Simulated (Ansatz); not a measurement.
**A computed series for WC: response to strain**

Start from WC (space group P-6m2, No. 187; a = 2.899 Å, c = 2.827 Å; relaxed with 0.1 eV smearing). Axes: x lies along a and z along c of the hexagonal cell.

Strains are applied to the cell and any free atomic positions relax; under biaxial strain the out-of-plane vector relaxes too.

Computed with PBEsol (Ansatz, a first-principles code; PAW; 420 eV plane waves; no spin-orbit coupling).

```csv
"biaxial strain, plane normal [001], relaxed out of plane (%)",out-of-plane strain (%)
-3,1.23
-2.5,?
-2,0.79
-1.5,0.59
-1,0.39
-0.5,0.19
0,0.00
```

### Question
Fit ε⊥ = −νε + γε² (strains in %) to the rows shown and predict the withheld row.

### Answer
Least squares on the printed values gives ν = 0.37 (the biaxial Poisson response) and γ = 0.012 (largest residual 0.01 %); this predicts 1.01 %, and the run gives 1.01 %, in agreement.

No phonon test of stability was made. All final runs are without spin polarisation.
